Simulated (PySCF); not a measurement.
PySCF 2.14.0, BP86/def2-tzvp, df: [SiH3][OH+][SiH3], charge +1, multiplicity 1, 10 atoms. The geometry is a generated start, not checked to be a minimum at this level.

* **task**: energy
* **method**: bp86
* **basis**: def2-tzvp
* **two-electron scheme**: density fitting
* **mol.max_memory**: 3000 MB
* **mf.max_cycle**: 100
* **mf.conv_tol**: 1e-09 (default)
* **mf.grids.level**: 3 (default)
* **basis functions**: 147
* **grid points**: 121104

```xyz
10

Si     1.5717    -0.3105     0.4442
O      0.0487    -0.1691    -0.5072
Si    -1.5988     0.4603    -0.1157
H      2.5117    -0.4214    -0.6605
H      1.5295     0.9503     1.1620
H      1.3240    -1.5149     1.2213
H      0.0840    -0.6428    -1.3470
H     -2.1754    -0.6561     0.6180
H     -2.0564     0.6727    -1.4779
H     -1.2391     1.6316     0.6629
```

Charge 1 and multiplicity 1 are set for this test and not shown to be the ground state.

With the defaults (mf.DIIS = CDIIS, mf.diis = true, mf.level_shift = 0, mf.init_guess = minao, mf.diis_damp = 0, mf.diis_space = 8) it converges in 11 Fock builds. One run each on 2 threads, 1 BLAS thread, with these changes:
- mf.init_guess = huckel
- mf.DIIS = EDIIS
- mf.level_shift = 0.1 Hartree
- mf.init_guess = sap
- mf.level_shift = 0.3 Hartree
- mf.diis_damp = 0.3
- mf.level_shift = 1 Hartree
- mf.diis = false
- mf.diis_space = 20

Problem. Which runs fail or end elsewhere than the default run?

Solution. No convergence: mf.DIIS = EDIIS; mf.diis = false (the run ends without SCF convergence in 100 cycles). The rest reach the solution of the defaults.

| setting | Fock builds | end |
|---|---|---|
| the defaults | 11 | same solution |
| mf.init_guess = huckel | 11 | same solution |
| mf.level_shift = 0.1 Hartree | 11 | same solution |
| mf.diis_damp = 0.3 | 11 | same solution |
| mf.diis_space = 20 | 11 | same solution |
| mf.level_shift = 0.3 Hartree | 13 | same solution |
| mf.init_guess = sap | 14 | same solution |
| mf.level_shift = 1 Hartree | 29 | same solution |
| mf.DIIS = EDIIS | 101 | no convergence |
| mf.diis = false | 101 | no convergence |
